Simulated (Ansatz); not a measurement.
Reference: KI (Pm-3m), PBEsol, rigid bands (plane waves, PAW, scalar-relativistic; Ansatz, a first-principles code); axes and stresses refer to this cell.

```xyz
2
Lattice="4.2279 0.0000 0.0000 0.0000 4.2279 0.0000 0.0000 0.0000 4.2279" Properties=species:S:1:pos:R:3 pbc="T T T"
K      0.0000     0.0000     0.0000
I      2.1140     2.1140     2.1140
```

The Seebeck coefficient, n-type 1e19 cm⁻³ comes out as -150 μV/K, the band gap is 3.30 eV and the hole conductivity mass is 0.82 mₑ.

### Question
Change: spin-orbit coupling switched on. What happens to Seebeck coefficient, n-type 1e19 cm⁻³, band gap, hole conductivity mass?

### Answer
Seebeck coefficient, n-type 1e19 cm⁻³ moves little, to -150 μV/K; band gap moves little, to 3.24 eV; hole conductivity mass grows to 0.94 mₑ.

Masses are for dilute carriers at 300 K, harmonic means over directions unless an axis is named. Seebeck coefficients are for the stated density at 300 K, with one relaxation time for all states and whether or not that doping can be reached. Spin-orbit coupling is left out unless a row names it; without it the gap and masses of crystals with these elements can be far off. 

Computed structure with no diffraction record at hand here (it may be known, metastable or hypothetical): KI (Pm-3m).
